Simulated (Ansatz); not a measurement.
Consider interstitial Ti in monoclinic HfO2, charge state +4. The step: a direct jump of one Ti atom (a rearrangement that moves the defect's centre by under 1 Å); the atom moves 0.94 Å along (0.15, -0.10, 0.05) of the unit cell; the moving atom starts with neighbours O at 1.84, O at 1.87, 2 O at 1.91, O at 1.97 Å and ends with O at 1.84, O at 1.87, 2 O at 1.91, O at 1.97 Å. A PBE band in Ansatz (plane-wave PAW, the Γ point alone, 96 host sites, 63 SCF runs with any check of the saddle's order, static, no finite-size correction) gives a forward barrier of 0.29 eV. The program found a first-order saddle point. The charge state is imposed; whether it is stable for some Fermi level was not computed. Sites that were not tried may lie lower.

Single points at the band's start and saddle point can refine it. Rough cost of one point, in units of the band's mean SCF on the same machine:

```
Level                                             Cost of one point
------------------------------------------------  -----------------
PBE, a 2×2×2 k-point mesh shifted by half a step           about 20
r2SCAN at 500 eV, the Γ point alone                         under 2
```

Task: Which of these move the barrier by more than 0.1 eV, and how far does each move it?

Result: Not one does. PBE, a 2×2×2 k-point mesh shifted by half a step: +0.02 eV; r2SCAN at 500 eV, the Γ point alone: +0.01 eV. Each functional is compared with PBE at the same k-points.

Ansatz is a quantum-chemistry and plane-wave program.
